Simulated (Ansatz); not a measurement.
```
CELL_PARAMETERS angstrom
     18.00000     0.00000     0.00000
      0.00000    17.50000     0.00000
      0.00000     0.00000     4.20851
ATOMIC_POSITIONS crystal
  Ge 0.38879 0.46149 0.00000
  Ge 0.38879 0.53851 0.50000
  Ge 0.50000 0.38060 0.00000
  Ge 0.50000 0.61940 0.50000
  Ge 0.61121 0.46149 0.00000
  Ge 0.61121 0.53851 0.50000
  H  0.31871 0.40960 0.00000
  H  0.31871 0.59040 0.50000
  H  0.50000 0.32769 0.70769
  H  0.50000 0.32769 0.29231
  H  0.50000 0.67231 0.20769
  H  0.50000 0.67231 0.79231
  H  0.68129 0.40960 0.00000
  H  0.68129 0.59040 0.50000
```

Computed with PBE (plane waves to 420 eV, PAW; Ansatz, a quantum-chemistry and plane-wave program). Mesh 1×1×8. No spin polarisation. It repeats along c; a and b span vacuum. An idealised model, cut from the bulk lattice. Symmetry and one short period hold its shape; lower forms weren't sought. Values not marked SOC lack spin–orbit coupling.

### Question
Tabulate the two highest filled and two lowest empty levels along the axis, from the valence top.

### Answer
| k (2π/c) | v2 (eV) | v1 (eV) | c1 (eV) | c2 (eV) |
|---|---|---|---|---|
| 0.000 | -0.22 | 0.00 | 2.28 | 2.29 |
| 0.042 | -0.32 | -0.11 | 2.42 | 2.43 |
| 0.083 | -0.56 | -0.37 | 2.76 | 2.80 |
| 0.125 | -0.70 | -0.70 | 3.22 | 3.29 |
| 0.167 | -0.78 | -0.66 | 3.69 | 3.83 |
| 0.208 | -0.80 | -0.64 | 3.92 | 4.12 |
| 0.250 | -0.83 | -0.66 | 3.84 | 4.17 |
| 0.292 | -0.86 | -0.69 | 3.75 | 4.07 |
| 0.333 | -0.89 | -0.76 | 3.69 | 4.02 |
| 0.375 | -0.91 | -0.84 | 3.66 | 4.02 |
| 0.417 | -0.94 | -0.93 | 3.67 | 3.97 |
| 0.458 | -0.98 | -0.96 | 3.71 | 3.86 |
| 0.500 | -0.97 | -0.97 | 3.77 | 3.77 |
